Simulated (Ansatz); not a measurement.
L1₂ (Cu3Au-type) Ni3Al, treated with HSE06 in Ansatz (PAW).

Run with plane-wave cutoff 460 eV, 8×8×8 k mesh, Fermi–Dirac smearing 0.05 eV, spin-polarised with parallel moments, scalar-relativistic PAW data made under PBE.

Pressure at four volumes; x = ln(V/11.097 Å³). One pressure is withheld.

| V (Å³/atom) | x | P (GPa) |
|---|---|---|
| 10.543 | -0.0512 | ? |
| 10.820 | -0.0253 | 5.15 |
| 11.097 | 0.0000 | 0.30 |
| 11.652 | 0.0488 | -7.52 |

Pass a parabola P(x) through the three rows shown, estimate the bulk modulus and its pressure derivative near zero pressure, and predict the withheld pressure.

Slopes between the rows: (0.30 − (5.15))/(0.0000 − (-0.0253)) = -191.70 and (-7.52 − (0.30))/(0.0488 − (0.0000)) = -160.25 GPa. Their difference over the span 0.0741 is c = 31.45/0.0741 = 424.4 GPa, so P(x) = 5.15 + (-191.70)(x − (-0.0253)) + 424.4 (x − (-0.0253))(x − (0.0000)). At the middle row B = −dP/dx = −[-191.70 + 424.4 × 0.0253] = 181.0 GPa, and B′ = dB/dP = 2c/B = 4.7. At x = -0.0512 the parabola gives 10.68 GPa; the run gives 10.78 GPa. The Birch–Murnaghan fit to the energies at all volumes has B0 = 179 GPa and B′ = 4.9.

Measured, for comparison: bulk modulus 174 GPa (temperature not stated, no zero-point or thermal correction; as tabulated in Zarkevich et al. (2023), arXiv:2304.06869). Computed less measured: bulk modulus +2.9 %. A static lattice is as a rule a little smaller and stiffer than an uncorrected measurement, which can account for part of this in the bulk modulus.

Ansatz is a first-principles code.
